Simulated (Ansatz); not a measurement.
Abridged Ansatz (a first-principles code) output:

```
Relaxation: its limit of steps is 60 (relax.max_steps)
Pseudopotential: Ga, paw, valence charge 13
Pseudopotential: Se, paw, valence charge 16
Crystal: 8 atoms, lattice volume = 165.877 Å³
Basis set: ecut = 420 eV, 3181 PW (Γ), exchange–correlation on 50×50×200 points (8 copies of the dense FFT grid, shifted against one another)
Bands: 70, of which v1, the nominal top of the filled ones, is band 58 counted from 1 (57 counted from 0)
Symmetry: 24 space group operations
k-points: 28 of 200
Functional: x = pbe(κ = 0.804, μ = 0.2195149727645171), c = pbe(β = 0.06672455060314922)
SCF iter   1: F=—  HF=-37021.405006 eV  |F-HF|=—  |Δ(HF+E_count)|=         —  Δρ=7.41e-2  dr2=3.56e1  ethr=3.10e-3  ⟨swp⟩=6.1  Hψ=7079  notcnv=0  defer=4
SCF iter   2: F=—  HF=-37017.659963 eV  |F-HF|=—  |Δ(HF+E_count)|=    3.75e0  Δρ=3.99e-2  dr2=1.41e1  ethr=3.10e-3  ⟨swp⟩=3.0  Hψ=3793  notcnv=0  defer=99
SCF 1 converged in 10 iterations: F = -37014.719015 eV  dr2 = 1.45e-8
relax step   1: F+E_penalty+E_count = -37014.71901477 eV  Δ(F+E_penalty+E_count) = +0.000e0 eV  max|allowed force component| = 1.377e-4 eV/Å  Δτ_max = 0.0000 Å  P = +9.000 GPa  Ω = 165.877 Å³  (10 SCF iters, dr2 threshold 1.00e-7 eV, accepted)
[... steps on the carried basis left out ...]
relax step   7: F+E_penalty+E_count = -37013.50794575 eV  Δ(F+E_penalty+E_count) = +3.264e-3 eV  max|allowed force component| = 6.359e-4 eV/Å  Δτ_max = 0.0000 Å  P = +18.000 GPa  Ω = 151.157 Å³  stress off target by 2.56e-3 GPa  SCF on the basis re-selected at this cell (its energy is not comparable with the rows above)  (7 SCF iters)
SCF converged after 7 iterations
Free energy (F): -37013.507946 eV
Internal energy: -37013.505006 eV  (E = F + TS)
E sigma→0 (E₀):  -37013.506476 eV
Entropy (-TS):   -0.002939 eV (-0.367 meV/atom)
Fermi energy:    11.167400 eV
  E_disp       = -3.058985  (pairwise vdW)
--- Forces (eV/Å), atoms counted from 1 ---
  atom   1  Ga    -0.00000000    -0.00000000    -0.00063593
[...]
  atom   3  Ga     0.00000000     0.00000000     0.00063593
  atom   4  Ga     0.00000000    -0.00000000     0.00063593
  atom   5  Se    -0.00000000    -0.00000000     0.00021344
  atom   6  Se     0.00000000     0.00000000     0.00021344
  atom   7  Se     0.00000000     0.00000000    -0.00021344
  atom   8  Se    -0.00000000    -0.00000000    -0.00021344
--- Stress (GPa, compression-positive) ---
       17.999409       0.000000      -0.000000
        0.000000      17.999409       0.000000
       -0.000000       0.000000      18.002559
  P = ⅓ Tr σ = 18.0005 GPa (180.005 kbar)
--- Relaxed structure (6 steps of the walk, 6 accepted, 1 SCFs on fresh bases) ---
  cell:  # Å, volume = 151.1567 Å³
    - [3.4809663768373, -2.791944453285105e-11, -3.905833555356652e-18]
    - [-1.740483188394471, 3.014605312074537, 1.9529167776511965e-18]
    - [-1.60458823648149e-17, 3.968072778873896e-33, 14.404468093176396]
  atoms:
    - { symbol: Ga, position: [0.33333333333333326, 0.6666666666666665, 0.170049581356547] }
    - { symbol: Ga, position: [0.6666666666666665, 0.3333333333333332, 0.6700495813565469] }
    - { symbol: Ga, position: [0.6666666666666665, 0.3333333333333332, 0.829950418643453] }
    - { symbol: Ga, position: [0.33333333333333326, 0.6666666666666665, 0.3299504186434531] }
    - { symbol: Se, position: [0.33333333333333326, 0.6666666666666665, 0.5844200743580105] }
    - { symbol: Se, position: [0.6666666666666665, 0.3333333333333332, 0.08442007435801045] }
    - { symbol: Se, position: [0.6666666666666665, 0.3333333333333332, 0.4155799256419895] }
    - { symbol: Se, position: [0.33333333333333326, 0.6666666666666665, 0.9155799256419894] }
```

### Question
What was computed, and what are the main results?

### Answer
GaSe, 8 atoms in the cell, with plane-wave PAW DFT at the PBE-D3(BJ) level (Ansatz, 420 eV), no SOC, earlier PAW set, from a series relaxed to a target (pressure 18 GPa). The last SCF converged to F = -37013.507946 eV, or -4626.6885 eV per atom, at a pressure of 18.00 GPa. The total energy compares only with runs of the same code, potentials and settings.

The mesh was chosen for an insulator and is coarse for the gapless case. Load acts through the strain it causes; cell and atoms are relaxed under it. Stability against distortions was not tested. Competing high-pressure phases were not computed. All final runs are without spin polarisation. The cell was made from GaSe in the beta-GaS type structure (space group P6_3/mmc, No. 194; layered, stacked along the Cartesian z axis) by this change: pressure 18 GPa.

Keys are those of Ansatz 0.2.
